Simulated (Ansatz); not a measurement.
System: CsCl-type AgF (model structure). Method: PBE0 (Ansatz, a program for electronic structure, plane waves, PAW).

Settings: plane-wave cutoff 500 eV, 8×8×8 k mesh, Fermi–Dirac smearing 0.05 eV, no spin polarisation, scalar-relativistic PAW data made under PBE.

Cell (relaxed with r²SCAN):

Space group Pm-3m (No. 221); a = b = c = 2.976 Å, α = β = γ = 90.00°

```csv
atom,site,symmetry,x,y,z
Ag,1a,m-3m,0.0000,0.0000,0.0000
F,1b,m-3m,0.5000,0.5000,0.5000
```

### Question
Predict the band gap.

### Answer

- band gap: 2.05 eV (on the SCF k mesh)

Note: exact exchange on metals is sensitive to the k mesh and can open a false gap; the relaxation could raise the start's symmetry but not lower it, so the cell can be a saddle point; cell and atoms aren't relaxed at this level (pressure 2.9 GPa).

Spin–orbit coupling is not included.

A model structure was made by putting elements into a prototype or built by hand; it is no filed structure, need not be a known phase, and can be a saddle point held by its symmetry.
